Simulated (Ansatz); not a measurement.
Take MgO in the rock salt structure (space group Fm-3m, No. 225; a = 4.214 Å) as the base. Axes: x, y, z lie along the cube axes.

One thing is altered: strain tensor (xx, yy, zz, yz, xz, xy) = (+0.25, +0.47, −0.09, +0.31, +0.22, +0.57) %, atoms relaxed at fixed cell.

Levels (all Ansatz, a quantum-chemistry and plane-wave program, PAW): PBEsol (420 eV, without spin-orbit coupling); r2SCAN (500 eV, no SOC); HSE06 (420 eV, no spin-orbit coupling).

At the geometry relaxed with PBEsol, these levels gave the following band gaps, in shuffled order: (a) 6.35 eV, (b) 5.50 eV, (c) 4.51 eV.

Question: Match each gap to its level.

Answer: (a) HSE06; (b) r2SCAN; (c) PBEsol.

Single points use the geometry relaxed with PBEsol. Stability against distortions was not tested. The base started in Pnma and relaxed to Fm-3m at this level.
